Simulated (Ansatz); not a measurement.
Take ZnCu in the CsCl type structure (space group Pm-3m, No. 221; relaxed with 0.1 eV smearing) as the base.

```
CELL_PARAMETERS angstrom
      2.90849     0.00000     0.00000
      0.00000     2.90849     0.00000
      0.00000     0.00000     2.90849
ATOMIC_POSITIONS crystal
  Zn 0.50000 0.50000 0.50000
  Cu 0.00000 0.00000 0.00000
```

Cartesian axes are those of the cell as printed.

All numbers come from PBEsol (Ansatz, a first-principles code, PAW, no spin-orbit coupling).

Now apply this change: the cell is compressed by 3.00 % along z with no lateral relaxation; the atoms relax in the strained cell.

Predict the stress tensor and what it implies for the stiffness.

Stress of the strained cell less that of the base (GPa, compression positive):
```
    4.4     0.0     0.0
    0.0     4.4     0.0
    0.0     0.0     4.8
```

Then −Δσ_ii/ε with ε = -0.0300 gives secant stiffness values (nonlinear terms included at this strain): C33 ≈ 161 GPa, C13 ≈ 146 GPa and C23 ≈ 146 GPa.

As a check, the harmonic strain energy −½ V₀ Δσ:ε is 5.6 meV/atom; the computed energy rise is 5.2 meV/atom.

No phonon test of stability was made. All final runs are without spin polarisation.
